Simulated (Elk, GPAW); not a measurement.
An Elk input for a self-consistent single point of ZnS (F-43m, 2 atoms in the cell) (DFT, PBE, all-electron FP-LAPW, Elk's shipped species files, default APW+lo basis):

```
tasks
  0

xctype
  20

rgkmax
  7.0

rmtscf
  0.9

stype
  3

swidth
  0.00183747

avec
    0.0000000000    5.1117091671    5.1117091671
    5.1117091671    0.0000000000    5.1117091671
    5.1117091671    5.1117091671    0.0000000000

atoms
  2   : nspecies
  'Zn.in'   : spfname
  1   : natoms; atposl, bfcmt below
  0.0000000000  0.0000000000  0.0000000000    0.0 0.0 0.0
  'S.in'   : spfname
  1   : natoms; atposl, bfcmt below
  0.2500000000  0.2500000000  0.2500000000    0.0 0.0 0.0

ngridk
  7 7 7
```

Question: Write the same calculation as an input for GPAW.

Answer: One input that does it (others would too):

```python
from ase import Atoms
from ase.units import GPa
from gpaw import GPAW

atoms = Atoms(['Zn', 'S'],
              cell=[[0.000000, 2.705000, 2.705000],
                    [2.705000, 0.000000, 2.705000],
                    [2.705000, 2.705000, 0.000000]],
              scaled_positions=[[0.000000, 0.000000, 0.000000],
                                [0.250000, 0.250000, 0.250000]],
              pbc=True)

calc = GPAW(mode={'name': 'pw', 'ecut': 800},
            xc='PBE',
            kpts=(7, 7, 7),
            occupations={'name': 'fermi-dirac', 'width': 0.05},
            nbands=-6,
            convergence={'density': 1e-05, 'bands': -4},
            symmetry={'symmorphic': False, 'tolerance': 0.0005},
            maxiter=120)

atoms.calc = calc

energy = atoms.get_potential_energy()
print('Energy (eV):', round(energy, 6))
forces = atoms.get_forces()
print('Forces (eV/Ang):')
print(forces.round(5))
stress = atoms.get_stress()
print('Stress (GPa, Voigt):', (stress / GPa).round(4))
```

Basis, cutoffs, solver keys and any potentials are the target program's own. This input uses DFT PBE, plane waves, GPAW PAW datasets PBE (gpaw-data 1.0.1). Both were run: gap on the mesh 2.014 eV in Elk and 2.088 in GPAW.

On Elk: the starting cell has typed, rounded lattice constants, without a prior relaxation at this level. Values depend on the basis (sphere radii, cutoffs, local orbitals), which need not be converged.

On GPAW: the starting cell has typed, rounded lattice constants, without a prior relaxation at this level.
